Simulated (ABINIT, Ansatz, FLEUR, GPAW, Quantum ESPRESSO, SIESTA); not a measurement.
# One structure in several programs: Cr₂TeSe (P-6m2, 4 atoms in the cell)

Self-consistent single point, at a second geometry (lattice scaled by 0.98). First geometry:

```xyz
4
Lattice="3.9614 0.0000 0.0000 -1.9807 3.4307 0.0000 0.0000 0.0000 6.3378" Properties=species:S:1:pos:R:3 pbc="T T T"
Cr     1.9807     1.1436     1.5068
Cr     1.9807     1.1436     4.8310
Te     0.0000     0.0000     3.1689
Se     0.0000     2.2871     0.0000
```
Moments meant for the start (each program seeds them in its own way; μB, in the order of the atoms Cr Cr Te Se): 3.0 3.0 0.0 0.0.

Shared settings, as Ansatz (an electronic-structure program) writes them: kpoints.mp_grid.grid = 6 6 3; scf.occupations.method = fermi_dirac; scf.occupations.width = 0.1 eV. Potentials and cutoffs stand in the table.

```json
[
 {"code": "ABINIT", "model": "PBEsol, PAW (JTH v2.0 PBE PAW, files made for PBE)", "ΔF from the first geometry (meV/atom)": "-23.6", "pressure (GPa)": "-1.69", "largest force (eV/Å)": "0.098", "size of the net moment (μB/atom)": "1.86", "cutoff": "60 Ry"},
 {"code": "Ansatz", "model": "PBEsol, PAW files made with PBE", "ΔF from the first geometry (meV/atom)": "-28.3", "pressure (GPa)": "-2.30", "largest force (eV/Å)": "0.045", "size of the net moment (μB/atom)": "1.86", "cutoff": "420 eV"},
 {"code": "Quantum ESPRESSO", "model": "PBEsol, PseudoDojo standard norm-conserving (PBESOL) pseudopotentials", "ΔF from the first geometry (meV/atom)": "-21.5", "pressure (GPa)": "-1.18", "largest force (eV/Å)": "0.032", "size of the net moment (μB/atom)": "1.91", "cutoff": "95 Ry"},
 {"code": "GPAW", "model": "PBEsol, GPAW PAW datasets PBEsol (made by gpaw-setup)", "ΔF from the first geometry (meV/atom)": "-27.0", "pressure (GPa)": "-2.16", "largest force (eV/Å)": "0.013", "size of the net moment (μB/atom)": "1.87", "cutoff": "800 eV"},
 {"code": "FLEUR", "model": "PBEsol, all-electron FLAPW (FLEUR), scalar-relativistic valence", "ΔF from the first geometry (meV/atom)": "-21.8", "pressure (GPa)": "–", "largest force (eV/Å)": "0.045", "size of the net moment (μB/atom)": "1.87", "cutoff": "Kmax 4.2 1/bohr"},
 {"code": "SIESTA", "model": "GGA PBEsol, numerical atomic orbitals DZP, PseudoDojo PBEsol standard norm-conserving potentials (rewritten from UPF to PSML)", "ΔF from the first geometry (meV/atom)": "-8.7", "pressure (GPa)": "0.75", "largest force (eV/Å)": "0.078", "size of the net moment (μB/atom)": "1.93", "cutoff": "grid 300 Ry"}
]
```

A dash marks a value that a program does not give, or that is left out as unsure.

On Ansatz's run: spin-orbit coupling is off. The magnetic order is the one reached from the typed start; others were not searched systematically. The program warned that, by what it read of turns of the moments, another magnetic order lies lower.

The spread over the programs that give each value: ΔF from the first geometry within 19.6 meV/atom; pressure within 3.05 GPa; largest force within 0.085 eV/Å; size of the net moment within 0.07 μB/atom.

SIESTA uses small atom-centred bases, whose incompleteness enters pressures, forces and empty levels differently from a plane-wave cutoff. FLEUR treats all electrons, but the usual bases taken here (sphere radii, linearisation, local orbitals, empty states) were not tested for convergence, so the values are no reference for the others. Ansatz's pressure is given at a fixed set of plane waves, as the other plane-wave codes print theirs; with its correction for the finite basis it is -2.26 GPa. In the pressure, SIESTA (by 2.67) lies more than 1 GPa from the median of the plane-wave programs. In the force vectors, FLEUR (by 0.083) and SIESTA (by 0.116) lie more than 0.08 eV/Å from the median of the plane-wave programs.

The shared mesh is coarse (it stands for a supercell whose shortest vector is 19 Å), so the values are not converged in it.

The starting cell comes from a database of computed structures (which also holds hypothetical and non-ambient phases and stackings), without a prior relaxation at this level. For this run, on top of that: lattice scaled by 0.98.

Keys are those of Ansatz 0.2.
